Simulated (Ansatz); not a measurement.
```
CELL_PARAMETERS angstrom
     11.00000     0.00000     0.00000
      0.00000    11.00000     0.00000
      0.00000     0.00000     4.43261
ATOMIC_POSITIONS crystal
  Si 0.50000 0.50000 0.99000
  Si 0.50000 0.50000 0.49000
```

Calculation: PBE (plane waves to 420 eV, PAW; Ansatz, an electronic-structure program). Mesh 1×1×70. No spin polarisation, so a magnetic state wasn't tested. One-dimensional cell, images about 11 Å apart. A model structure. Symmetry and one short period hold its shape; lower forms weren't sought. Buckling under compression is shut out by symmetry and the short period.

Problem. Say what this body is, and give its properties.

Solution. Free linear chain of Si atoms. A hypothetical model.
```
Property                                                                                                             Value
--------------------------------------------------------------------  ----------------------------------------------------
PBE gap                                                                                               none (under 0.01 eV)
crossings of the Fermi level between Γ and the zone edge (49 points)  3, each for both spins (ideal conductance 3 × 2e²/h)
work function (PBE)                                                                                                5.21 eV
axial stiffness dF/dε                                                                                                28 nN
```
